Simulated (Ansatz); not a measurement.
Defect migration in rutile SnO2: interstitial F, charge state -1. The step: a concerted move, in which F travels most; the atom moves 1.64 Å along (0.00, 0.06, 0.50) of the unit cell; the moving atom starts with neighbours O at 2.31, O at 2.35, O at 2.36, O at 2.43, O at 2.79, O at 2.96; Sn at 2.28, Sn at 2.31, Sn at 2.64, Sn at 2.68 Å and ends with O at 2.31, O at 2.35, O at 2.36, O at 2.43, O at 2.79, O at 2.96; Sn at 2.28, Sn at 2.31, Sn at 2.64, Sn at 2.68 Å. DFT values are from Ansatz (plane-wave PAW, 420 eV unless said) in a cell of 72 host sites, spin-restricted, static, with no finite-size correction. The charge state is imposed; whether it is stable for some Fermi level was not computed. Sites that were not tried may lie lower. For the PBE band: the saddle point's order was not checked, and it lies on a symmetry element of the cell, where a band can be held.

```csv
Level,Forward barrier (eV),Cost of the band or of the saddle's single point
"CHGNet universal potential (has no charge state), its own band",0.12,-
"PBE, one k-point at (0.250, 0.250, 0.250), band relaxed",0.09,very roughly 30 core-minutes
"PBE, a 2×2×2 k-point mesh shifted by half a step, same geometries",0.09,around 2.8 core-minutes (rough)
"r2SCAN at 500 eV, one k-point at (0.250, 0.250, 0.250), same geometries",?,about 100 core-seconds (a rough figure)
```

### Question
Complete the blanks.

### Answer

- r2SCAN at 500 eV, one k-point at (0.250, 0.250, 0.250), same geometries, Forward barrier (eV): 0.07

Ansatz is an electronic-structure program.
